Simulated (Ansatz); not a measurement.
Take BaTiB2O6 (space group R-3, No. 148; a = 5.0226 Å, c = 16.3372 Å (hexagonal axes)) as the base.

Calculations: PBEsol (Ansatz, a first-principles code; PAW; 420 eV plane waves; spin-orbit coupling left out).

For the base:

| Item | Result |
|---|---|
| Lattice parameter a | 5.023 Å |
| Band gap | 2.61 eV |
| Gap character | indirect, T → Γ |

The change: full substitution B → Bi, then cell and atoms are relaxed.

Tabulated Pauling electronegativity and covalent radius: B 2.04, 0.84 Å; Bi 2.02, 1.48 Å.

Task: Estimate the effect on the lattice parameter a, band gap and gap character.

Result: The lattice parameter a increases by 0.6808 Å, from 5.023 Å to 5.703 Å; the band gap decreases by 0.20 eV, from 2.61 eV to 2.41 eV; the gap character changes from indirect, T → Γ to indirect, Γ → F.

With Bi present, leaving out spin-orbit coupling can change the band edges. Whether these cells are dynamically stable was not tested. As relaxed here, BaTiBi2O6 is a hypothetical phase, not in the database extracts checked. All final runs are without spin polarisation.
